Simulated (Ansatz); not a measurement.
GaP under load (space group F-43m), r2SCAN with spin-orbit coupling, rigid bands (Ansatz, an electronic-structure program). Condition of this run: hydrostatic pressure 2 GPa (the target of the relaxation). Band gap 1.78 eV, N_c = 3.96e19 cm⁻³ and N_v = 2.22e19 cm⁻³ at 300 K, conductivity masses of 0.338 mₑ (electrons) and 0.471 mₑ (holes). Take k_BT = 0.02585 eV.

Question: What thermal injection velocity √(2k_BT/πm) limits a ballistic channel?

Answer: 9.25e6 cm/s for electrons and 7.84e6 cm/s for holes, a ratio of √(m_h/m_e) = 1.18, for dilute carriers.

Question: Find the intrinsic carrier density and the intrinsic Fermi level.

Answer: n_i = √(N_c N_v) exp(−E_g/2k_BT) = 2.96e19 × exp(−34.43) = 3.3e4 cm⁻³. The level lies (k_BT/2) ln(N_v/N_c) = -7 meV from mid-gap (positive towards the conduction band). Each 0.1 eV added to the gap lowers n_i by a factor of 6.9.

Question: A film of it is 3 nm thick. Estimate the confinement energies in an infinite well.

Answer: ħ²π²/(2m t²) = 0.376 eV·nm²/(m/mₑ × t²) gives 124 meV for electrons and 88.7 meV for holes, so the gap would widen to about 1.99 eV. Finite barriers and nonparabolic bands lower this, and with several valleys or bands the heaviest mass along the normal sets the lowest level, not this average.

Rigid bands with the computed gap; masses take one relaxation time for all states.
